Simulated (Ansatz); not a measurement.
## BeS: response to strain

Start from BeS in the zinc blende structure (space group F-43m, No. 216).

```
BeS
1.0
    0.00000     2.43431     2.43431
    2.43431     0.00000     2.43431
    2.43431     2.43431     0.00000
Be S
1 1
Direct
  0.00000   0.00000   0.00000
  0.25000   0.25000   0.25000
```

Cartesian axes are those of the cell as printed.

Strains are applied to the cell and any free atomic positions relax; under biaxial strain the out-of-plane vector relaxes too.

Method: DFT with r2SCAN, PAW potentials and a 500 eV plane-wave cutoff in Ansatz (a program for electronic structure), scalar-relativistic without spin-orbit coupling.

Notes on the quantities. in-plane stress: mean in-plane stress (compression positive).

| variant | in-plane stress | band gap | smallest direct gap |
|---|---|---|---|
| base | – | 3.59 eV | 6.22 eV |
| biaxial strain +0.50 %, plane normal [001], relaxed out of plane | [?] | 3.52 eV | 6.20 eV |
| biaxial strain +1.00 %, plane normal [001], relaxed out of plane | -1.7 GPa | 3.46 eV | 6.17 eV |
| biaxial strain +1.50 %, plane normal [001], relaxed out of plane | [?] | 3.40 eV | 6.14 eV |
| biaxial strain +2.00 %, plane normal [001], relaxed out of plane | -3.3 GPa | 3.34 eV | 6.11 eV |
| biaxial strain +2.50 %, plane normal [001], relaxed out of plane | -4.1 GPa | 3.29 eV | [?] |
| biaxial strain +3.00 %, plane normal [001], relaxed out of plane | -4.8 GPa | 3.24 eV | [?] |

Q: Complete the table.

A: 
- biaxial strain +0.50 %, plane normal [001], relaxed out of plane, in-plane stress: -0.9 GPa
- biaxial strain +1.50 %, plane normal [001], relaxed out of plane, in-plane stress: -2.5 GPa
- biaxial strain +2.50 %, plane normal [001], relaxed out of plane, smallest direct gap: 6.07 eV
- biaxial strain +3.00 %, plane normal [001], relaxed out of plane, smallest direct gap: 6.04 eV

No phonon test of stability was made.
